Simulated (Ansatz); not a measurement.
A computed series for YN: response to strain

The parent structure is YN in the rock salt structure (space group Fm-3m, No. 225).

```yaml
crystal:
  lattice:
    - [0.00000, 2.42808, 2.42808]
    - [2.42808, 0.00000, 2.42808]
    - [2.42808, 2.42808, 0.00000]
  atoms:
    - { symbol: Y, position: [0.00000, 0.00000, 0.00000] }
    - { symbol: N, position: [0.50000, 0.50000, 0.50000] }
```

Cartesian axes are those of the cell as printed.

Strains are applied to the cell and any free atomic positions relax; under biaxial strain the out-of-plane vector relaxes too.

Level of theory: PBEsol (Ansatz, an electronic-structure program), scalar-relativistic without spin-orbit coupling.

Candidates:
(a) biaxial strain +2.50 %, plane normal [001], relaxed out of plane
(b) biaxial strain −3.00 %, plane normal [001], relaxed out of plane
(c) biaxial strain +1.00 %, plane normal [001], relaxed out of plane
(d) biaxial strain +3.00 %, plane normal [001], relaxed out of plane

Notes on the quantities. energy relative to the base: free energy F.

Problem. Order them by energy relative to the base, lowest first.

Solution. (c) biaxial strain +1.00 %, plane normal [001], relaxed out of plane (+3.4 meV/atom), (a) biaxial strain +2.50 %, plane normal [001], relaxed out of plane (+20 meV/atom), (d) biaxial strain +3.00 %, plane normal [001], relaxed out of plane (+28 meV/atom), (b) biaxial strain −3.00 %, plane normal [001], relaxed out of plane (+35 meV/atom)

A case with no gap was solved on a k-mesh chosen for an insulator, which is coarse for it. Stability against distortions was not tested. The final runs are not spin-polarised.
